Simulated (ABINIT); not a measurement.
Band structure of Pt (Fm-3m, 1 atom in the cell).

```
CELL_PARAMETERS angstrom
      0.00000     2.00312     2.00312
      2.00312     0.00000     2.00312
      2.00312     2.00312     0.00000
ATOMIC_POSITIONS crystal
  Pt 0.00000 0.00000 0.00000
```

Level of theory: PBE, norm-conserving pseudopotentials (PseudoDojo nc-sr-05 PBE standard) (plane waves; ABINIT).

Settings: pseudos = [Pt.upf]; ecut = 42 Ha; occopt = 3; tsmear = 0.00183747 Ha; ngkpt = 19 19 19; nshiftk = 1; shiftk = 0 0 0; potentials = PseudoDojo nc-sr-05 PBE standard; kptopt = 1; nstep = 60; toldfe1 = 1e-09 Ha; ndtset = 2; getden2 = 1.

The starting cell comes from a database of computed structures (which also holds hypothetical and non-ambient phases and stackings), without a prior relaxation at this level. Its lattice was rescaled by a random factor within 2.5 % of one. Spin-orbit coupling is off. Spin polarisation is off.

Levels in eV from the Fermi level, bands 6 to 13:
| point | 6 | 7 | 8 | 9 | 10 | 11 | 12 | 13 |
|---|---|---|---|---|---|---|---|---|
| Γ | -3.41 | -3.41 | -3.41 | -1.46 | -1.46 | 14.78 | 19.37 | 19.37 |
| X | -5.98 | 0.01 | 0.44 | 0.44 | 1.90 | 8.21 | 11.19 | 11.19 |
| W | -4.10 | -4.10 | -1.78 | 0.45 | 6.69 | 7.97 | 7.97 | 11.52 |
| K | -4.93 | -2.55 | -1.16 | -0.15 | 5.50 | 6.43 | 9.58 | 14.21 |
| L | -3.46 | -3.46 | -0.22 | 0.04 | 0.04 | 5.37 | 14.33 | 18.52 |
| U | -4.93 | -2.55 | -1.16 | -0.15 | 5.50 | 6.43 | 9.58 | 14.21 |

Bands cross the Fermi level along this path, so the cell is metallic at this level.
